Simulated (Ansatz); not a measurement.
System: rock-salt YAs. Method: LDA (PAW; Ansatz, a quantum-chemistry and plane-wave program).

Input:

Ansatz 0.2 input:
```yaml
crystal:
  lattice:
    - [0.0, 2.8292396329, 2.8292396329]
    - [2.8292396329, 0.0, 2.8292396329]
    - [2.8292396329, 2.8292396329, 0.0]
  atoms:
    - { symbol: Y, position: [0.0, 0.0, 0.0] }
    - { symbol: As, position: [0.5, 0.5, 0.5] }
basis:
  ecutwfc: 520
  ecutrho_ratio: 4
  xc_grid: 2
kpoints:
  mp_grid: { grid: [16, 16, 16] }
hamiltonian:
  xc: lda
  dispersion: none
  pseudopotentials: { azcp: { folder: ./paw }, kind: paw }
scf:
  occupations: { method: fermi_dirac, width: 0.05 }
output:
  forces: true
  stress: true
  eigenvalues: true
relax:
  f_tol: 0.004
  escape_saddle: false
  max_steps: 80
```

From the output:

```
WARN output.stress: scf.convergence.dr2_threshold = 1e-7 eV (the SCF's general default) is looser than the 2e-10 eV advised for a printed stress (1e-10 eV for …
Relaxation: its limit of steps is 80 (relax.max_steps)
Crystal: 2 atoms, lattice volume = 45.294 Å³
Basis set: ecut = 520 eV, 1243 PW (Γ), exchange–correlation on 60×60×60 points (8 copies of the dense FFT grid, shifted against one another)
Bands: 17, of which v1, the nominal top of the filled ones, is band 13 counted from 1 (12 counted from 0)
Symmetry: 48 space group operations
Space group: Fm-3m (ITA 225), of the structure as read, at distance tolerance 3.6e-5 Å
k-points: 145 of 4096
Initial density: superposition of atomic densities (chi_scale 0.1, normalization cell, long waves kept (reshape's long-wave potential 0.00 eV rms))
Functional: x = slater, c = lda
SCF iter   1: F=—  HF=-8522.699024 eV  |F-HF|=—  |Δ(HF+E_count)|=         —  Δρ=3.58e-2  dr2=4.95e-1
SCF iter   2: F=—  HF=-8522.560637 eV  |F-HF|=—  |Δ(HF+E_count)|=   1.38e-1  Δρ=2.04e-2  dr2=1.47e-1
  ...
SCF iter   7: F=—  HF=-8522.507997 eV  |F-HF|=—  |Δ(HF+E_count)|=   2.92e-7  Δρ=2.25e-5  dr2=1.91e-7
SCF iter   8: F=-8522.507997 eV  HF=-8522.507997 eV  |F-HF|=1.95e-9  |Δ(HF+E_count)|=   1.90e-8  Δρ=1.50e-6  dr2=6.65e-10
SCF 1 converged in 8 iterations: F = -8522.507997 eV  dr2 = 6.65e-10
SCF converged after 8 iterations
Free energy (F): -8522.507997 eV
Internal energy: -8522.505892 eV  (E = F + TS)
E sigma→0 (E₀):  -8522.506945 eV
Fermi energy:    11.066626 eV
--- Stress (GPa, compression-positive) ---
        1.848628      -0.000000       0.000000
        0.000000       1.848628      -0.000000
       -0.000000      -0.000000       1.848628
  P = ⅓ Tr σ = 1.8486 GPa (18.486 kbar)
```

The cell is one volume of an energy–volume scan, off the minimum.

The PAW data were made under PBE.

Note: the volume lies 8 % below that of the published cell.

It cost about 9 core-seconds (a rough figure) of CPU time.
